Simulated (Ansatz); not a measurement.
Take BN (space group P4_2/mnm, No. 136; a = 4.399 Å, c = 2.538 Å; a model cell, its experimental status unchecked) as the base. Axes: x, y, z lie along a, b, c of the conventional cell.

It is then changed as follows: tensor shear ε_xy = −1.39 % (engineering shear γ = -0.0278); the atoms relax in the strained cell.

Levels (all Ansatz, an electronic-structure program, PAW): PBEsol (420 eV, spin-orbit coupling left out); r2SCAN (500 eV, no spin-orbit coupling); HSE06 (420 eV, spin-orbit coupling left out).

One geometry, relaxed with PBEsol, under each level:

| level | band gap | lowest conduction level above the VBM at special points | pressure |
|---|---|---|---|
| PBEsol | 4.40 eV | T 5.79 eV; E₀ 5.79 eV; A₀ 5.79 eV; Z 6.07 eV | 0.02 GPa |
| r2SCAN | 5.14 eV | T 6.51 eV; E₀ 6.51 eV; A₀ 6.51 eV; Z 6.85 eV | 0.75 GPa |
| HSE06 | [?] | [?] | – |

Task: Give the withheld HSE06 results.

Result: 
- HSE06, band gap: 5.93 eV
- HSE06, lowest conduction level above the VBM at special points: T 7.38 eV; E₀ 7.39 eV; A₀ 7.39 eV; Γ 8.39 eV

Single points use the geometry relaxed with PBEsol. Their cutoffs differ, which shifts pressures a little. HSE06 was sampled on its mesh, a few special points and the semilocal edge points, so its gap is an upper bound. Stability against distortions was not tested. Labels are those of the standard path for the cell's own space group.
